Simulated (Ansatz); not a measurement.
A computed series for hypothetical P6_3/mmc SnS2: element substitutions

The parent structure is SnS₂ in the 2H-MoS2 type structure (space group P6_3/mmc, No. 194; a = 3.5888 Å, c = 11.8890 Å; a hypothetical phase, not in the database extracts checked; layered, stacked along the Cartesian z axis).

Each row replaces one element on all its sites; cell and atoms are relaxed.

Level of theory: PBE-D3(BJ) in Ansatz (plane waves to 420 eV, PAW, no spin-orbit coupling), earlier PAW set.

```csv
change,lattice parameter a,c/a ratio
base,3.589 Å,3.313
S → Cl,4.043 Å,[?]
S → Pb,[?],2.808
Sn → Te,[?],[?]
```

### Question
Complete the table.

### Answer

- S → Cl, c/a ratio: 3.114
- S → Pb, lattice parameter a: 4.316 Å
- Sn → Te, lattice parameter a: 3.672 Å
- Sn → Te, c/a ratio: 3.353

Whether these cells are dynamically stable was not tested. As relaxed here, SnCl2, SnPb2 and TeS2 are hypothetical phases, not in the database extracts checked. All final runs are without spin polarisation.

Ansatz is a program for electronic structure.
